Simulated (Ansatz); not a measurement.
Results of PBEsol (Ansatz, a quantum-chemistry and plane-wave program, PAW) for LiCl (model structure, F-43m, No. 216, 2 atoms in the cell).

Run with plane-wave cutoff 520 eV, 10×10×10 k mesh, Fermi–Dirac smearing 0.01 eV, scalar-relativistic PAW data made under PBE.

Cell (relaxed at this level):

```cif
data_ClLi
_chemical_formula_sum 'Li1 Cl1'
_space_group_name_H-M_alt 'P 1'
_space_group_IT_number 1
_cell_length_a 3.84766
_cell_length_b 3.84766
_cell_length_c 3.84766
_cell_angle_alpha 60.000
_cell_angle_beta 60.000
_cell_angle_gamma 60.000
loop_
_space_group_symop_operation_xyz
  'x, y, z'
loop_
_atom_site_label
_atom_site_type_symbol
_atom_site_fract_x
_atom_site_fract_y
_atom_site_fract_z
_atom_site_occupancy
Li1 Li 0.00000 0.00000 0.00000 1
Cl1 Cl 0.25000 0.25000 0.25000 1
```

**Question.** Estimate the band gap that the calculation returns.

**Answer.** 
- band gap = 5.88 eV (direct)

Note: the relaxation could raise the start's symmetry but not lower it, so the cell can be a saddle point.

Computed values are for the static lattice.

A model structure was made by putting elements into a prototype or built by hand; it is no filed structure, need not be a known phase, and can be a saddle point held by its symmetry.
